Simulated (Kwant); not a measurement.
Model system: quantum point contact (saddle potential) in a Ge (holes) two-dimensional gas. Effective mass 0.06 mₑ, grid spacing 4 nm, hard walls, nominal width 80 nm (19 grid rows, so walls 80 nm apart), one parabolic valley, scattering region 240 nm long along x; energies count from the band bottom; Fermi energy 0.0326 eV. Potential (V0 + ½k y²) cos²(πx/L) for |x| < L/2, with V0 swept from 0.03423 to 0 eV, k = 0.00021 eV/nm², L = 70 nm. Perpendicular field 0.19 T, also in the leads; orbital effect alone.

Constants are typed, rounded textbook-type inputs, not results; the design itself was drawn at random and stands for no fabricated device.

Model: effective-mass tight-binding model on a square grid, one spin, coherent transport at 0 K (Kwant). Conductance is in e²/h.

Density of the scattering states that come in from the left lead, at gate = 0.0084335 eV, in bins, relative to the largest site value (x marks bins outside the device):

```
|24203422212321232000000000000000000000000000|
|69518946736865586200000000000000000000000000|
|58518826826855579510000000000000000011000000|
|24414414425525439620000000000000000001111100|
|43422553238515438731000000000000000000011110|
|74543783357744567653211000000000000000000001|
|65544653553552374367542111111111000000000000|
|35633433551241253258764322111111100000000000|
|27834653265244345445543322111111000000000000|
|38924773168336456642222222111110000000000000|
|26834653265234345445543322111111000000000000|
|24533433551241253268764322111111100000000000|
|54544653553552375467642211111111000000000000|
|74543783357744567653211000001100000000000011|
|43422553238525538731000000000000000000011111|
|24424524526525439720000000000000000111111111|
|59528926836856579510000000000000001111111111|
|69529946736965586200000000000000000111000000|
|34203422212332232000000000000000000000000000|
```
Scale: ten equal steps from 0.000 (start of '0') to 1.00 (end of '9'), in the order '0123456789'; x runs from -113 to 113, y from -34.4 (bottom) to 34.4 (top).

The conductance there is 1.55 e²/h with 5 open channel(s) in the leads.
